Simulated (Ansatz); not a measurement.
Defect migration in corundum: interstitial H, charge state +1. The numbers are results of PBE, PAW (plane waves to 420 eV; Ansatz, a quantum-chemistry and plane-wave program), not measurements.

Cell of 120 host sites held at the relaxed PBE lattice; the Γ point alone; Fermi-Dirac width 0.01 eV, spin-restricted; finite-size errors left in. No zero-point or tunnelling terms. The charge state is imposed; whether it is stable for some Fermi level was not computed. Sites that were not tried may lie lower.

Barriers: single points on a 2×2×2 k-point mesh shifted by half a step along c at the bands' geometries.

A. a direct jump of one H atom; the atom moves 1.72 Å along (0.09, 0.39, 0.00) of the unit cell; the moving atom starts with neighbours Al at 2.05, Al at 2.13; O at 1.01, O at 1.71, O at 2.17 Å and ends with Al at 2.05, Al at 2.13; O at 1.01, O at 1.71, O at 2.17 Å; saddle order inconclusive.
B. a direct jump of one H atom; the atom moves 1.11 Å along (0.23, 0.07, -0.04) of the unit cell; the moving atom starts with neighbours Al at 2.05, Al at 2.13; O at 1.01, O at 1.71, O at 2.17 Å and ends with Al at 2.05, Al at 2.13; O at 1.01, O at 1.71, O at 2.17 Å; saddle order first order.
C. a direct jump of one H atom; the atom moves 2.22 Å along (-0.17, 0.17, -0.13) of the unit cell; the moving atom starts with neighbours Al at 2.04, Al at 2.13; O at 1.01, O at 1.71, O at 2.18 Å and ends with Al at 2.04, Al at 2.13; O at 1.01, O at 1.71, O at 2.18 Å; saddle order inconclusive, on a symmetry element.

A band can be held on a symmetry element, so unchecked saddle points there may be too high.

Put the candidates in order of forward barrier, lowest first, for PBE, PAW.

B (0.20 eV), A (0.79 eV), C (1.38 eV)
